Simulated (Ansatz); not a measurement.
**BeTe: biaxial strain −3.00 %, plane normal [001], relaxed out of plane**

The reference is BeTe in the zinc blende structure (space group F-43m, No. 216; a = 5.6568 Å). Axes: x, y, z lie along the cube axes.

Perturbation: compressive biaxial strain of 3.00 % in the plane normal to [001], as in epitaxy on a mismatched substrate; the out-of-plane cell vector and the atoms relax.

Computed with Kohn–Sham DFT with the r2SCAN functional, run in Ansatz (a program for electronic structure) with PAW and 500 eV plane waves, no spin-orbit coupling. Γ-centred 10×10×10 mesh, Fermi–Dirac width 0.05 eV.

```json
[
 {"quantity": "volume per atom", "base": "22.63 Å³", "changed": "21.76 Å³", "shift": "-0.87 Å³"},
 {"quantity": "shortest interatomic distance", "base": "2.449 Å", "changed": "2.419 Å", "shift": "-0.030 Å"},
 {"quantity": "energy relative to the base (free energy F)", "base": "0 meV/atom", "changed": "+15 meV/atom", "shift": "+15 meV/atom"},
 {"quantity": "pressure (mean of the normal stresses, compression positive)", "base": "0.01 GPa", "changed": "2.50 GPa", "shift": "+2.49 GPa"},
 {"quantity": "band gap", "base": "2.37 eV", "changed": "2.05 eV", "shift": "-0.329 eV"},
 {"quantity": "gap character", "base": "–", "changed": "indirect, Γ → X", "shift": "–"},
 {"quantity": "smallest direct gap", "base": "4.04 eV", "changed": "3.87 eV", "shift": "-0.17 eV"},
 {"quantity": "electron mass", "base": "2.1 mₑ along k, 0.25 mₑ across (at X)", "changed": "1.9 mₑ along k, 0.25 mₑ across (at X)", "shift": "–"},
 {"quantity": "valence-band top at Γ (three highest levels, from the VBM)", "base": "0.00, 0.00, 0.00 eV", "changed": "0.00, 0.00, -0.33 eV", "shift": "–"},
 {"quantity": "valley order (the lowest conduction-band minima on the path, energy above the VBM, named in the base's zone)", "base": "X along ⟨100⟩ 2.37 eV; L along ⟨111⟩ 3.51 eV", "changed": "X along [010] 2.05 eV; X along [001] 2.45 eV; L along [111] 3.39 eV", "shift": "–"},
 {"quantity": "out-of-plane strain", "base": "–", "changed": "+2.22 %", "shift": "–"},
 {"quantity": "ratio −ε⊥/ε∥", "base": "–", "changed": "0.74", "shift": "–"},
 {"quantity": "mean in-plane stress (compression positive)", "base": "–", "changed": "+3.7 GPa", "shift": "–"}
]
```

Final structure (turned so that z lies along the plane normal):

```
BeTe
1.0
    3.87997     0.00000     0.00000
    0.00000     3.87997     0.00000
    1.93999    -1.93999     2.89107
Be Te
1 1
Cartesian
  0.00000   0.00000   0.00000
  3.87997   1.93999   1.44554
```

With Te present, leaving out spin-orbit coupling can change the band edges. Effective masses come from finite differences of ±0.01 Å⁻¹. Along k means along the line from Γ to the band edge. Whether these cells are dynamically stable was not tested. k-point labels follow each cell's own Brillouin zone.
